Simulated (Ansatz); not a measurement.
The reference is BN (space group P6_422, No. 181; a = 2.595 Å, c = 5.797 Å; a hypothetical phase, not in the database extracts checked). Axes: x lies along a and z along c of the hexagonal cell.

One thing is altered: strain tensor (xx, yy, zz, yz, xz, xy) = (−0.58, +0.79, −0.05, −0.80, +0.19, +1.25) %, atoms relaxed at fixed cell.

Levels (all Ansatz, an electronic-structure program, PAW): PBEsol (420 eV, no spin-orbit coupling); r2SCAN (500 eV, no SOC); HSE06 (420 eV, no spin-orbit coupling).

At the geometry relaxed with PBEsol, these levels gave the following band gaps, in shuffled order: (a) 4.71 eV, (b) 3.95 eV, (c) 3.31 eV.

Problem. Match each gap to its level.

Solution. (a) HSE06; (b) r2SCAN; (c) PBEsol.

Single points use the geometry relaxed with PBEsol. The hybrid gap comes from the SCF mesh plus the semilocal run's edge points and a few special points and is an upper bound. Whether these cells are dynamically stable was not tested. The base started in P3_121 and relaxed to P6_422 at this level.
